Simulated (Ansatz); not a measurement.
# Hypothetical zinc blende CsI, pressure series

Base system: CsI in the zinc blende structure (space group F-43m, No. 216; a = 8.7428 Å; a hypothetical phase, not in the database extracts checked).

Cell and atoms are relaxed at each pressure.

Computed with plane-wave PAW DFT at the PBE level (Ansatz, an electronic-structure program, 420 eV), spin-orbit coupling left out.

| case | width of the top valence band | band gap | electron mass |
|---|---|---|---|
| base | 0.13 eV | 3.72 eV | 0.48 mₑ (at Γ) |
| pressure 0.9 GPa | (withheld) | (withheld) | (withheld) |
| pressure 2.1 GPa | 0.31 eV | 3.92 eV | 0.44 mₑ (at Γ) |
| pressure 4.5 GPa | 0.49 eV | 3.99 eV | 0.42 mₑ (at Γ) |
| pressure 9 GPa | 0.79 eV | 3.97 eV | 0.40 mₑ (at Γ) |
| pressure 15 GPa | 1.16 eV | 3.86 eV | 0.38 mₑ (at Γ) |
| pressure 22.5 GPa | 1.57 eV | 3.68 eV | 0.37 mₑ (at Γ) |
| pressure 30 GPa | 1.94 eV | 3.48 eV | 0.36 mₑ (at Γ) |

Question: Fill in the withheld entries from the trend.

Answer: 
- pressure 0.9 GPa, width of the top valence band: 0.21 eV
- pressure 0.9 GPa, band gap: 3.84 eV
- pressure 0.9 GPa, electron mass: 0.46 mₑ (at Γ)

With I present, leaving out spin-orbit coupling can change the band edges. Load acts through the strain it causes; cell and atoms are relaxed under it. Masses are band curvatures over ±0.01 Å⁻¹ around the edge. Whether these cells are dynamically stable was not tested. No other phases were tried under pressure.
